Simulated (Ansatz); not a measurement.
In a (4,0) AlN nanotube, the lowest empty band has its minimum at Γ and lies 0.013 eV higher 0.0377 Å⁻¹ away along the axis.

The numbers are results of PBE (plane waves to 420 eV, PAW; Ansatz, a quantum-chemistry and plane-wave program), not measurements. Mesh 1×1×6. No spin polarisation. Periodic along z alone, with about 11 Å of vacuum beside it. A hypothetical model, rolled from the flat sheet. It keeps the symmetry and period of its start, so it need not be a minimum against all distortions.

Task: Estimate the electron mass along the axis.

Result: For a parabola ΔE = ħ²Δk²/2m, and ħ²/2mₑ = 3.810 eV Å². So m/mₑ = 3.810 × 0.0377²/0.013 = 0.42. The curvature over a step a third as long gives 0.41; the band is close to a parabola here.
